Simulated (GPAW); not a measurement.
Band structure of Cu₃Rh (P6_3/mmc, 8 atoms in the cell).

```xyz
8
Lattice="5.2648 0.0000 0.0000 -2.6324 4.5595 0.0000 0.0000 0.0000 4.2546" Properties=species:S:1:pos:R:3 pbc="T T T"
Cu     1.2945     0.7474     3.1909
Cu     1.3379     3.8121     1.0636
Cu     0.0000     1.4948     1.0636
Cu     2.6324     3.0647     3.1909
Cu     3.9703     0.7474     3.1909
Cu    -1.3379     3.8121     1.0636
Rh     2.6324     1.5198     1.0636
Rh     0.0000     3.0396     3.1909
```

Level of theory: PBEsol, GPAW PAW datasets PBEsol (made by gpaw-setup) (plane waves; GPAW 25.7.0).

Settings: mode = pw; ecut = 800 eV; xc = PBEsol; kpts = 5 5 5; mesh shift (steps) = 0 0 0; occupations.name = methfessel-paxton; occupations.width = 0.05 eV; occupations.order = 0; nbands = -12; convergence.density = 1e-05 e/electron; symmetry.symmorphic = false; symmetry.tolerance = 0.0005; maxiter = 150; bandpath_npoints = 40.

The starting cell comes from a database of computed structures (which also holds hypothetical and non-ambient phases and stackings), without a prior relaxation at this level. Its lattice was rescaled by a random factor within 2.5 % of one. Spin polarisation is off.

Levels in eV from the Fermi level, bands 45 to 52:
```json
[
 {"point": "Γ", "45": "-0.43", "46": "-0.20", "47": "-0.20", "48": "-0.04", "49": "1.31", "50": "1.31", "51": "1.66", "52": "2.84"},
 {"point": "M", "45": "-0.50", "46": "-0.36", "47": "-0.27", "48": "0.00", "49": "0.05", "50": "1.69", "51": "3.91", "52": "4.35"},
 {"point": "K", "45": "-0.59", "46": "-0.58", "47": "-0.46", "48": "-0.46", "49": "-0.28", "50": "4.18", "51": "4.66", "52": "4.66"},
 {"point": "A", "45": "-0.24", "46": "-0.24", "47": "-0.24", "48": "-0.24", "49": "1.18", "50": "1.18", "51": "1.68", "52": "1.68"},
 {"point": "L", "45": "-0.71", "46": "-0.71", "47": "-0.19", "48": "-0.19", "49": "0.17", "50": "0.17", "51": "2.21", "52": "2.21"},
 {"point": "H", "45": "-0.60", "46": "-0.60", "47": "-0.32", "48": "-0.32", "49": "0.30", "50": "0.30", "51": "0.47", "52": "0.47"}
]
```

Bands cross the Fermi level along this path, so the cell is metallic at this level.
